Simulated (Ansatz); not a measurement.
(Ti,Mo)Si2: MoTiSi₄

A 24-atom cell of (Ti,Mo)Si2 started in the TiSi2 (C54) type structure, site fractions Ti 0.500, Mo 0.500, short-range order 0.00 in the first shell of the mixed sites (0 is random, a negative value favours unlike neighbours), space group I2_12_12_1 at the end, an ordered arrangement that its symmetry holds.

The mixing enthalpy is taken against the end members in the TiSi2 (C54) type type (which need not be the stable form of TiSi2 and MoSi2), relaxed in the same cell and mesh.

Level of theory: PBE (plane waves to 420 eV, PAW; Ansatz, a first-principles code). Scalar-relativistic, without spin–orbit coupling; the runs are not spin-polarised. Its k-point mesh 5×5×5, Fermi–Dirac width 0.05 eV.

* **volume per atom**: 13.86 Å³
* **Mo–Si bonds**: 2.669 Å on average, from 2.546 to 2.927 (40)
* **Si–Ti bonds**: 2.657 Å on average, from 2.542 to 2.833 (40)
* **mixing enthalpy per site of the mixed sublattice**: -14 meV
* **departure of the mean lattice parameter from Vegard's line**: under 0.15 %, inside the noise of the relaxations

```yaml
crystal:
  lattice:
    - [-4.69118, 4.12793, -4.29336]
    - [4.69118, 4.12793, 4.29336]
    - [4.69118, 4.12793, -4.29336]
  atoms:
    - { symbol: Mo, position: [0.74354, 0.99354, 0.25000] }
    - { symbol: Ti, position: [0.00000, 0.49648, 0.50352] }
    - { symbol: Mo, position: [0.25646, 0.00646, 0.75000] }
    - { symbol: Ti, position: [0.50000, 0.50352, 0.99648] }
    - { symbol: Mo, position: [0.87289, 0.50000, 0.12711] }
    - { symbol: Mo, position: [0.12711, 0.00000, 0.37289] }
    - { symbol: Ti, position: [0.37303, 0.50000, 0.62697] }
    - { symbol: Ti, position: [0.62697, 0.00000, 0.87303] }
    - { symbol: Si, position: [0.09806, 0.34806, 0.25000] }
    - { symbol: Si, position: [0.33855, 0.83864, 0.50093] }
    - { symbol: Si, position: [0.59094, 0.34094, 0.75000] }
    - { symbol: Si, position: [0.83957, 0.83948, 0.99907] }
    - { symbol: Si, position: [0.40906, 0.65906, 0.25000] }
    - { symbol: Si, position: [0.66145, 0.16052, 0.49991] }
    - { symbol: Si, position: [0.90194, 0.65194, 0.75000] }
    - { symbol: Si, position: [0.16043, 0.16136, 0.00009] }
    - { symbol: Si, position: [0.78366, 0.65776, 0.37596] }
    - { symbol: Si, position: [0.03133, 0.15615, 0.62625] }
    - { symbol: Si, position: [0.28240, 0.65758, 0.87375] }
    - { symbol: Si, position: [0.53372, 0.15962, 0.12404] }
    - { symbol: Si, position: [0.46628, 0.34224, 0.37410] }
    - { symbol: Si, position: [0.71760, 0.84385, 0.62482] }
    - { symbol: Si, position: [0.96867, 0.34242, 0.87518] }
    - { symbol: Si, position: [0.21634, 0.84038, 0.12590] }
```
